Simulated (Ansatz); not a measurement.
**MgS (model structure, started from the BeO type, P4₂/mnm, No. 136, 8 atoms in the cell)**

Method: r²SCAN (plane waves, PAW; Ansatz, a first-principles code).

Numerical settings: plane-wave cutoff 560 eV, 6×6×10 k mesh (along the axes of the cell as run), Fermi–Dirac smearing 0.01 eV, scalar-relativistic PAW data made under PBE.

Cell (relaxed at this level):

```cif
data_Mg4S4
_chemical_formula_sum 'Mg4 S4'
_space_group_name_H-M_alt 'P 1'
_space_group_IT_number 1
_cell_length_a 6.82422
_cell_length_b 6.82422
_cell_length_c 4.06289
_cell_angle_alpha 90.000
_cell_angle_beta 90.000
_cell_angle_gamma 90.000
loop_
_space_group_symop_operation_xyz
  'x, y, z'
loop_
_atom_site_label
_atom_site_type_symbol
_atom_site_fract_x
_atom_site_fract_y
_atom_site_fract_z
_atom_site_occupancy
Mg1 Mg 0.32694 0.67306 0.00000 1
Mg2 Mg 0.67306 0.32694 0.00000 1
Mg3 Mg 0.82694 0.82694 0.50000 1
Mg4 Mg 0.17306 0.17306 0.50000 1
S1 S 0.31147 0.31147 0.00000 1
S2 S 0.68853 0.68853 0.00000 1
S3 S 0.18853 0.81147 0.50000 1
S4 S 0.81147 0.18853 0.50000 1
```

```json
{
  "band_gap": "4.07 eV (direct)"
}
```

Note: the relaxation could raise the start's symmetry but not lower it, so the cell can be a saddle point.

Computed values are for the static lattice.

Computing time: roughly 40 core-seconds.

A model structure was made by putting elements into a prototype or built by hand; it is no filed structure, need not be a known phase, and can be a saddle point held by its symmetry.
